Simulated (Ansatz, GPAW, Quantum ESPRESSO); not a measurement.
One structure in several programs: HfCo (P1, 4 atoms in the cell)

Self-consistent single point, at a second geometry (atoms moved at random). First geometry:

```
CELL_PARAMETERS angstrom
      1.55926    -4.62831     0.00000
      1.55926     4.62831     0.00000
      0.00000     0.00000     4.11730
ATOMIC_POSITIONS crystal
  Hf 0.85948 0.14052 0.75000
  Hf 0.14052 0.85948 0.25000
  Co 0.58483 0.41517 0.75000
  Co 0.41517 0.58483 0.25000
```
Moments meant for the start (each program seeds them in its own way; μB, in the order of the atoms Hf Hf Co Co): 0.0 0.0 3.0 3.0.

Second geometry:
```xyz
4
Lattice="1.5593 -4.6283 0.0000 1.5593 4.6283 0.0000 0.0000 0.0000 4.1173" Properties=species:S:1:pos:R:3 pbc="T T T"
Hf     1.5568    -3.3134     3.0616
Hf     1.5661     3.3067     1.0561
Co     1.5655    -0.7680     3.0718
Co     1.5486     0.7746     1.0452
```
Moments meant for the start (each program seeds them in its own way; μB, in the order of the atoms Hf Hf Co Co): 0.0 0.0 3.0 3.0.

Shared settings, as Ansatz (a first-principles code) writes them: kpoints.mp_grid.grid = 6 6 4; scf.occupations.method = fermi_dirac; scf.occupations.width = 0.1 eV. Potentials and cutoffs stand in the table.

```json
[
 {"code": "Quantum ESPRESSO", "model": "PBEsol, PSlibrary ultrasoft (PBE) pseudopotentials", "ΔF from the first geometry (meV/atom)": "4.9", "pressure (GPa)": "3.03", "largest force (eV/Å)": "0.380", "cutoff": "55 Ry"},
 {"code": "GPAW", "model": "PBEsol, GPAW PAW datasets PBEsol (made by gpaw-setup)", "ΔF from the first geometry (meV/atom)": "4.5", "pressure (GPa)": "6.49", "largest force (eV/Å)": "0.383", "cutoff": "800 eV"},
 {"code": "Ansatz", "model": "PBEsol, PAW files made with PBE", "ΔF from the first geometry (meV/atom)": "4.4", "pressure (GPa)": "5.49", "largest force (eV/Å)": "0.373", "cutoff": "default"}
]
```

Size of the force on each atom (eV/Å): Sizes of forces hide their directions.

```csv
code,Hf1,Hf2,Co3,Co4
Quantum ESPRESSO,0.339,0.380,0.320,0.297
GPAW,0.351,0.383,0.335,0.321
Ansatz,0.340,0.373,0.319,0.305
```

On Ansatz's run: spin-orbit coupling is off. The starting moments vanished: the run ended non-magnetic, which need not be the lowest state. The program warned that a starting moment was not kept.

The spread over the programs that give each value: ΔF from the first geometry within 0.5 meV/atom; pressure within 3.46 GPa; largest force within 0.010 eV/Å.

Ansatz's pressure is given at a fixed set of plane waves, as the other plane-wave codes print theirs; with its correction for the finite basis it is 5.59 GPa.

The shared mesh is coarse (it stands for a supercell whose shortest vector is 16 Å), so the values are not converged in it.

The starting cell comes from a database of computed structures (which also holds hypothetical and non-ambient phases and stackings), without a prior relaxation at this level. Its lattice was rescaled by a random factor within 2.5 % of one. For this run, on top of that: atoms moved at random.

Keys are those of Ansatz 0.2.
